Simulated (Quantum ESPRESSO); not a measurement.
# Parameter sweep on Sb2O3 (Pccn, 20 atoms in the cell)

```yaml
crystal:
  lattice:
    - [4.91695, 0.00000, 0.00000]
    - [0.00000, 12.26300, 0.00000]
    - [0.00000, 0.00000, 5.35205]
  atoms:
    - { symbol: Sb, position: [0.95853, 0.87261, 0.17776] }
    - { symbol: Sb, position: [0.04147, 0.12739, 0.82224] }
    - { symbol: Sb, position: [0.54147, 0.62739, 0.17776] }
    - { symbol: Sb, position: [0.45853, 0.37261, 0.82224] }
    - { symbol: Sb, position: [0.45853, 0.12739, 0.32224] }
    - { symbol: Sb, position: [0.54147, 0.87261, 0.67776] }
    - { symbol: Sb, position: [0.04147, 0.37261, 0.32224] }
    - { symbol: Sb, position: [0.95853, 0.62739, 0.67776] }
    - { symbol: O, position: [0.75000, 0.75000, 0.01533] }
    - { symbol: O, position: [0.25000, 0.25000, 0.98467] }
    - { symbol: O, position: [0.25000, 0.25000, 0.48467] }
    - { symbol: O, position: [0.75000, 0.75000, 0.51533] }
    - { symbol: O, position: [0.85086, 0.94201, 0.85249] }
    - { symbol: O, position: [0.14914, 0.05799, 0.14751] }
    - { symbol: O, position: [0.64914, 0.55799, 0.85249] }
    - { symbol: O, position: [0.35086, 0.44201, 0.14751] }
    - { symbol: O, position: [0.35086, 0.05799, 0.64751] }
    - { symbol: O, position: [0.64914, 0.94201, 0.35249] }
    - { symbol: O, position: [0.14914, 0.44201, 0.64751] }
    - { symbol: O, position: [0.85086, 0.55799, 0.35249] }
```

Base run A: PBEsol, GBRV 1.5 ultrasoft (PBESOL) pseudopotentials (Quantum ESPRESSO 7.5), self-consistent single point.

Its settings: ecutwfc = 40 Ry; ecutrho = 200 Ry; occupations = smearing; smearing = fermi-dirac; degauss = 0.000734986 Ry; potentials = {Sb: sb_pbesol_v1.4.uspp.F.UPF, O: o_pbesol_v1.2.uspp.F.UPF}; K_POINTS = automatic 3 2 3 0 0 0; conv_thr = 1e-10 Ry.

The starting cell comes from a database of computed structures (which also holds hypothetical and non-ambient phases and stackings), without a prior relaxation at this level. Its lattice was rescaled by a random factor within 2.5 % of one. Spin-orbit coupling is off. In the base run, with a pressure of about 5 GPa the cell is away from its equilibrium volume at this level.

Runs:
- B: pseudopotentials: {Sb: sb_pbesol_v1.4.uspp.F.UPF, O: o_pbesol_v1.2.uspp.F.UPF} → {Sb: sb_lda_v1.4.uspp.F.UPF, O: o_lda_v1.2.uspp.F.UPF} [LDA (PZ)]
- C: pseudopotentials: {Sb: sb_pbesol_v1.4.uspp.F.UPF, O: o_pbesol_v1.2.uspp.F.UPF} → {Sb: sb_pbe_v1.4.uspp.F.UPF, O: o_pbe_v1.2.uspp.F.UPF}; input_dft: default → blyp [BLYP]
- D: pseudopotentials: {Sb: sb_pbesol_v1.4.uspp.F.UPF, O: o_pbesol_v1.2.uspp.F.UPF} → {Sb: sb_pbe_v1.4.uspp.F.UPF, O: o_pbe_v1.2.uspp.F.UPF}; input_dft: default → wc [Wu-Cohen GGA]
- E: pseudopotentials: {Sb: sb_pbesol_v1.4.uspp.F.UPF, O: o_pbesol_v1.2.uspp.F.UPF} → {Sb: sb_pbe_v1.4.uspp.F.UPF, O: o_pbe_v1.2.uspp.F.UPF}; input_dft: default → vdw-df2 [vdW-DF2]
- F: pseudopotentials: {Sb: sb_pbesol_v1.4.uspp.F.UPF, O: o_pbesol_v1.2.uspp.F.UPF} → {Sb: sb_pbe_v1.4.uspp.F.UPF, O: o_pbe_v1.2.uspp.F.UPF}; input_dft: default → vdw-df-cx [vdW-DF-cx]
- G: pseudopotentials: {Sb: sb_pbesol_v1.4.uspp.F.UPF, O: o_pbesol_v1.2.uspp.F.UPF} → {Sb: sb_pbe_v1.4.uspp.F.UPF, O: o_pbe_v1.2.uspp.F.UPF}; input_dft: default → rvv10 [rVV10]

```tsv
run	pressure (GPa)	largest force (eV/Å)	gap on the mesh (eV)
A	5.37	0.991	2.022
B	[?]	0.686	2.038
C	14.41	1.678	2.227
D	5.88	1.099	2.012
E	16.51	2.223	2.198
F	[?]	1.263	2.080
G	11.21	1.895	2.009
```

Task: What belongs in the gaps?

Result: 
- B, pressure (GPa): 2.21
- F, pressure (GPa): 6.31

Left out of this page: 3 runs of the series held back from this collection.
